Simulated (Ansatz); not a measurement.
Functionals compared on the (10-13) surface of hcp Hf in its 1x1 cell, outermost plane spacing 0.24 Å in the ideal cut, in Ansatz (plane waves, PAW). The structure was relaxed with PBE; the other rows are single points on it, each with its references at the same level. Cutoff 420 eV (500 eV for r2SCAN).

Slab: 16 atoms, 10.3 Å thick at the start (thin: gaps and levels are the slab's own); k 12x4x1, smearing 0.1 eV, dipole-corrected; all atoms relaxed; held to the part of the start's symmetry that mesh and held atoms allow; no spin, no spin-orbit, no U. These notes are the PBE run's.

```
functional  surface energy (J/m²)  work function of the top face (eV)  rough cost of the single point
----------  ---------------------  ----------------------------------  ------------------------------
PBE                          1.89                                3.51                               –
LDA                          2.12                                3.75     very roughly 6 core-minutes
PBEsol                 (withheld)                          (withheld)   around 8 core-minutes (rough)
RPBE                         1.77                                3.38          roughly 6 core-minutes
r2SCAN                       2.09                                3.49    very roughly 12 core-minutes
```

Task: Complete the blanks.

Result: 
- PBEsol, surface energy (J/m²): 2.07
- PBEsol, work function of the top face (eV): 3.58

Ansatz is a first-principles code.
